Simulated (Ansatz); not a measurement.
# A constructed model of the (110) surface of bcc W, a cell of two sites (a+b, b-a) surface alloy, Mn on one W site of the top plane (bottom of the slab: a bare face, its two planes held)

Level of theory: PBE (plane waves to 420 eV, PAW; Ansatz, a quantum-chemistry and plane-wave program).

Set-up: 12 atoms, 11.2 Å thick at the start with caps and adatoms (thin: gaps and levels are the slab's own); mesh 12x8x1; 0.1 eV smearing; dipole correction on; 4 atoms held, the rest relaxed; symmetry of the start imposed; spin-polarised, ending with about 1.7 μB a cell; orders that need a larger cell were not tried, no spin-orbit, no U. It is one candidate, not shown to be the stable structure of the face.

```json
{
  "work_function_of_the_top_face": "4.55 eV",
  "energy_released_by_relaxation": "0.097 eV",
  "magnetic_moment_of_the_cell": "1.71 μB",
  "cost": "roughly 25 core-minutes"
}
```
